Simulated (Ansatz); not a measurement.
Functionals compared on a constructed model of the (0001) surface of hcp Zr, a pseudomorphic layer of Hf in the host's stacking (bottom of the slab: a bare face, its two planes held), in Ansatz (plane waves, PAW). The structure was relaxed with PBE; the other rows are single points on it. Cutoff 420 eV (500 eV for r2SCAN).

Slab: 7 atoms, 16.0 Å thick at the start; k 13x13x1, smearing 0.1 eV, dipole-corrected; 2 atoms held, the rest relaxed; held to the start's symmetry, so lower structures may exist; no spin, no spin-orbit, no U. It is one candidate, not shown to be the stable structure of the face. These notes are the PBE run's.

```tsv
functional	work function of the top face (eV)	rough cost of the single point
PBE	4.25	–
RPBE	___	very roughly 27 core-seconds
r2SCAN	4.36	around 60 core-seconds (rough)
```

Q: Complete the blanks.

A: 
- RPBE, work function of the top face (eV): 4.15

Ansatz is an electronic-structure program.
